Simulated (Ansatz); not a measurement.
# hypothetical Pn-3m Li2S with two functionals, isotropic strain +5.12 %

Take Li₂S (space group Pn-3m, No. 224; a = 5.228 Å; a hypothetical phase, not in the database extracts checked) as the base.

(Cell as relaxed with PBE.)

Levels (all Ansatz, a program for electronic structure, PAW): PBE (420 eV, no spin-orbit coupling); r2SCAN (500 eV, scalar-relativistic without spin-orbit coupling).

Each level relaxes its own structure.

| base | PBE | r2SCAN |
|---|---|---|
| volume per atom | 23.82 Å³ | 23.75 Å³ |
| lattice parameter a | 5.228 Å | 5.223 Å |
| band gap | 2.91 eV | 3.40 eV |

It is then changed as follows: every lattice vector is stretched by 5.12 %; the atoms relax in the strained cell.

```tsv
quantity	PBE	r2SCAN
shift of the gap caused by the change	-0.27 eV	-0.31 eV
energy relative to the base (free energy F)	+36 meV/atom	+37 meV/atom
band gap	2.64 eV	3.09 eV
gap character	indirect, X → Γ	indirect, X → Γ
```

PBE's shift of the gap caused by the change lies 0.04 eV above r2SCAN's; PBE's energy relative to the base lies 1.1 meV/atom below r2SCAN's; PBE's band gap lies 0.45 eV below r2SCAN's; the two agree on the gap character. Neither level is exact; r2SCAN is the comparison here, not a measurement.

Whether these cells are dynamically stable was not tested.
